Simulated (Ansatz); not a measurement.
Base system: TiSi₂ (space group Cmcm, No. 63; a = 3.546 Å, b = 13.565 Å, c = 3.580 Å).

All numbers come from Ansatz (a program for electronic structure), PBE, PAW, cutoff 420 eV, no spin-orbit coupling, earlier PAW set.

One change was made to it. Results:

The volume per atom shrinks by 0.20 Å³ (14.35 Å³ → 14.15 Å³); the band gap is still zero.

Q: Name the change that was made.
A. pressure 18 GPa
B. pressure 1.8 GPa
C. pressure 60 GPa

A: B, pressure 1.8 GPa. For comparison, the volume per atom in the other runs: pressure 18 GPa gives 12.82 Å³; pressure 60 GPa gives 10.97 Å³.

Load acts through the strain it causes; cell and atoms are relaxed under it. Whether these cells are dynamically stable was not tested. Competing high-pressure phases were not computed. All final runs are without spin polarisation.
